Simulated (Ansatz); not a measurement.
## Response to strain in NbAs

Take NbAs (space group I4_1md, No. 109; a = 3.474 Å, c = 11.749 Å; relaxed with 0.1 eV smearing) as the base. Axes: x, y, z lie along a, b, c of the conventional cell.

Strains are applied to the cell and any free atomic positions relax; under biaxial strain the out-of-plane vector relaxes too.

Computed with PBE in Ansatz (plane waves to 420 eV, PAW, without spin-orbit coupling).

Notes on the quantities. energy relative to the base: free energy F; pressure: mean of the normal stresses, compression positive.

```csv
change,volume per atom,energy relative to the base,pressure
base,17.72 Å³,0 meV/atom,0.0 GPa
"biaxial strain −2.10 %, plane normal [001], relaxed out of plane",17.37 Å³,+15 meV/atom,4.3 GPa
"biaxial strain +1.66 %, plane normal [001], relaxed out of plane",18.03 Å³,+8.9 meV/atom,-3.2 GPa
isotropic strain −5.83 %,14.80 Å³,+0.339 eV/atom,43.7 GPa
```

No phonon test of stability was made. The final runs are not spin-polarised.

Ansatz is a quantum-chemistry and plane-wave program.
